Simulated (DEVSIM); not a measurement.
Structure: abrupt Si p-n junction, at 300 K.

Layer 1 from the left is Si, thickness (μm) 0.300, Na (cm⁻³) 4e18, τn (s) 2.7e-6, τp (s) 2.7e-6. Layer 2 from the left is Si, thickness (μm) 6.70, Nd (cm⁻³) 6.3e14, τn (s) 2.7e-6, τp (s) 2.7e-6.

Left contact: ohmic. Right contact: ohmic. Voltage is applied to the left contact. Recombination: SRH at mid-gap, Auger. Mobility is μmin + (μ − μmin)/(1 + (N/Nref)^α).

Constants are typed, rounded textbook-type inputs, not results; the design itself was drawn at random and stands for no fabricated device. Values at 300 K.

Si: gap (eV) 1.124, affinity (eV) 4.05, permittivity 11.7, Nc (cm⁻³) 2.86e19, Nv (cm⁻³) 3.1e19, μn (cm²/Vs) 1417, μp (cm²/Vs) 470, μn,min 52, μp,min 45, Nref,n 9.7e16, Nref,p 2.2e17, αn 0.68, αp 0.72, Cn (cm⁶/s) 2.8e-31, Cp (cm⁶/s) 9.9e-32.

**Question.** Estimate by hand the built-in potential, the peak field at zero bias, and compare with a numerical solution.

**Answer.** 
- Built-in potential: ni = √(Nc Nv) exp(−Eg/2kT) = 1.08e10 cm⁻³ with Eg = 1.124 eV; Vbi = kT/q ln(Na Nd/ni²) = 0.794 V; numerical 0.794 V.
- Peak field at zero bias: depletion approximation: W = √(2εVbi/(qN)) = 1.28 μm with N = 6.30e14 cm⁻³; field = 2Vbi/W = 12400 V/cm; numerical 109000 V/cm (estimate below by 89 %).

Model (solved in DEVSIM): 1D drift-diffusion, Boltzmann statistics, complete ionisation; no tunnelling, impact ionisation, image-force lowering or self-heating.
